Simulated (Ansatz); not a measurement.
Start from NaCl in the rock salt structure (space group Fm-3m, No. 225).

```
NaCl
1.0
    0.00000     2.80073     2.80073
    2.80073     0.00000     2.80073
    2.80073     2.80073     0.00000
Na Cl
1 1
Direct
  0.00000   0.00000   0.00000
  0.50000   0.50000   0.50000
```

Cartesian axes are those of the cell as printed.

Computed with Ansatz (an electronic-structure program) PBEsol, no spin-orbit coupling.

Strains are applied to the cell and any free atomic positions relax.

One change was made to it. Results:

| quantity | base | after |
|---|---|---|
| band gap | 5.01 eV | 5.00 eV |
| valence-band top at Γ (three highest levels, from the VBM) | 0.00, 0.00, 0.00 eV | 0.00, -0.01, -0.02 eV |
| electron mass | 0.39 mₑ (at Γ) | 0.39 mₑ (at Γ) |
| energy relative to the base (free energy F) | 0 meV/atom | 0.0 meV/atom |

Question: Which of these changes matches the shifts?
A. tensor shear ε_xy = +1.71 %
B. tensor shear ε_xy = +0.29 %
C. tensor shear ε_xy = +2.00 %
D. tensor shear ε_xy = +1.43 %

Answer: B, tensor shear ε_xy = +0.29 %. For comparison, the band gap in the other runs: tensor shear ε_xy = +1.43 % gives 4.95 eV; tensor shear ε_xy = +1.71 % gives 4.94 eV; tensor shear ε_xy = +2.00 % gives 4.93 eV.

Effective masses come from finite differences of ±0.01 Å⁻¹. No phonon test of stability was made.
